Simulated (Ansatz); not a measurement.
Adsorption energy and surface dipole of Cl on the 1x1 (110) surface of bcc Fe, ferromagnetic, one in a 2x2 cell, started at the site 'bridge Fe-Fe (span 2.8 Å)', worked from the runs' numbers; total energies count from the potentials' own zero.

All values below come from PBE (plane waves to 420 eV, PAW; Ansatz, a quantum-chemistry and plane-wave program).

Set-up: 21 atoms, 8.0 Å thick at the start under the adsorbate (thin: gaps and levels are the slab's own); mesh 6x6x1; 0.1 eV smearing; dipole correction on; 8 atoms held, the rest relaxed; start symmetry kept, larger cells not searched; spin-polarised, no spin-orbit, no U, no dispersion correction. At the end it is bonded to 4 Fe. In PBE it is, or lies within 0.03 eV of, the lowest of the starts that converged.

```json
[
 {"quantity": "slab with the adsorbate", "value": "-90684.618 eV"},
 {"quantity": "clean slab, same cell and mesh", "value": "-89602.612 eV"},
 {"quantity": "reference, ½ Cl2(g)", "value": "-1079.444 eV"},
 {"quantity": "area of the cell", "value": "22.66 Å²"},
 {"quantity": "change of the step from the bottom to the top vacuum level", "value": "-0.173 eV"}
]
```

**Question.** What is the adsorption energy against this reference?

**Answer.** E(slab + adsorbate) − E(slab) − E(reference) = -2.56 eV, so in this state the adsorbate is more stable than in the reference, at a coverage of 4.41 a nm².

**Question.** What dipole does adsorption add to the slab along the outward normal (Helmholtz relation, ε₀ = 0.005526 e/(V·Å))?

**Answer.** p = −ε₀·A·ΔV = 0.022 e·Å = 0.10 D; its positive end points to the vacuum, which lowers the vacuum level.
